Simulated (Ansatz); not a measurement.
**Hypothetical Cmcm AlCrB: response to strain**

Take AlCrB (space group Cmcm, No. 63; non-magnetic; a hypothetical phase, not in the database extracts checked) as the base.

```yaml
crystal:
  lattice:
    - [1.50065, -6.94839, 0.00000]
    - [1.50065, 6.94839, 0.00000]
    - [0.00000, 0.00000, 2.96704]
  atoms:
    - { symbol: Al, position: [0.69135, 0.30865, 0.25000] }
    - { symbol: Al, position: [0.30865, 0.69135, 0.75000] }
    - { symbol: B, position: [0.46768, 0.53232, 0.75000] }
    - { symbol: B, position: [0.53232, 0.46768, 0.25000] }
    - { symbol: Cr, position: [0.08390, 0.91610, 0.75000] }
    - { symbol: Cr, position: [0.91610, 0.08390, 0.25000] }
```

Cartesian axes are those of the cell as printed.

Strains are applied to the cell and any free atomic positions relax; under stress the whole cell relaxes.

Calculations: PBE (Ansatz, an electronic-structure program; PAW; 420 eV plane waves; no spin-orbit coupling).

Notes on the quantities. energy relative to the base: free energy F.

```tsv
case	volume per atom	largest internal atomic displacement	energy relative to the base
base	10.31 Å³	–	0 meV/atom
isotropic strain −5.96 %	8.58 Å³	0.048 Å	+0.240 eV/atom
uniaxial strain ε_yy = +2.40 %	10.56 Å³	(withheld)	(withheld)
uniaxial strain ε_zz = +4.89 %	10.82 Å³	0.016 Å	+27 meV/atom
uniaxial stress, 0.5 GPa tension along x	10.32 Å³	–	0.0 meV/atom
```

Problem. What belongs in the blanks?

Solution. 
- uniaxial strain ε_yy = +2.40 %, largest internal atomic displacement: 0.028 Å
- uniaxial strain ε_yy = +2.40 %, energy relative to the base: +4.5 meV/atom

Without a gap, meshes like the base's 12×12×12 leave anisotropic stresses uncertain by several tenths of a GPa, and small strain energies with them. Stability under load was not tested beyond the relaxation. Starting moments died away, wholly or in part, for the base; another magnetic solution may exist. All final runs are without spin polarisation.
